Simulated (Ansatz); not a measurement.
A computed series for CoPdO2: pressure series

The reference is CoPdO2 (space group R-3m, No. 166; non-magnetic).

```
CoPdO2
1.0
    1.43103     0.82621     5.94664
   -1.43103     0.82621     5.94664
    0.00000    -1.65241     5.94664
Pd Co O
1 1 2
Cartesian
  0.00000   0.00000   0.00000
  0.00000   0.00000   8.91996
  0.00000   0.00000   2.01271
  0.00000   0.00000  15.82721
```

Cell and atoms are relaxed at each pressure.

Computed with Ansatz (a program for electronic structure) PBE, scalar-relativistic without spin-orbit coupling, earlier PAW set.

Two rows of this table had their results exchanged by mistake.

```json
[
 {"pressure": "pressure −2 GPa", "volume per atom (Å³)": "10.66", "shortest distance (Å)": "1.917", "band gap": "zero"},
 {"pressure": "pressure −1 GPa", "volume per atom (Å³)": "10.39", "shortest distance (Å)": "1.903", "band gap": "zero"},
 {"pressure": "pressure 0.3 GPa", "volume per atom (Å³)": "10.53", "shortest distance (Å)": "1.911", "band gap": "zero"},
 {"pressure": "pressure 0.7 GPa", "volume per atom (Å³)": "10.51", "shortest distance (Å)": "1.909", "band gap": "zero"},
 {"pressure": "pressure 1.5 GPa", "volume per atom (Å³)": "10.47", "shortest distance (Å)": "1.907", "band gap": "zero"},
 {"pressure": "pressure 3 GPa", "volume per atom (Å³)": "10.60", "shortest distance (Å)": "1.914", "band gap": "zero"},
 {"pressure": "pressure 5 GPa", "volume per atom (Å³)": "10.29", "shortest distance (Å)": "1.898", "band gap": "zero"},
 {"pressure": "pressure 7.5 GPa", "volume per atom (Å³)": "10.18", "shortest distance (Å)": "1.892", "band gap": "zero"},
 {"pressure": "pressure 10 GPa", "volume per atom (Å³)": "10.07", "shortest distance (Å)": "1.886", "band gap": "zero"}
]
```

Q: Which two?

A: The rows for pressure −1 GPa and pressure 3 GPa: the volume has to fall steadily with pressure, so 10.60 Å³ belongs to pressure −1 GPa and 10.39 Å³ to pressure 3 GPa.

Load acts through the strain it causes; cell and atoms are relaxed under it. No phonon test of stability was made. Competing high-pressure phases were not computed. Seeded moments were not kept for the base. No Hubbard U is applied and the magnetic state is the run's own (CoPdO2 not spin-polarised; CoPdO2 non-magnetic); small cells can't hold the antiferromagnetic order that many such compounds have, so gaps and moments can be off. All final runs are without spin polarisation. An odd electron count without spin: CoPdO2.
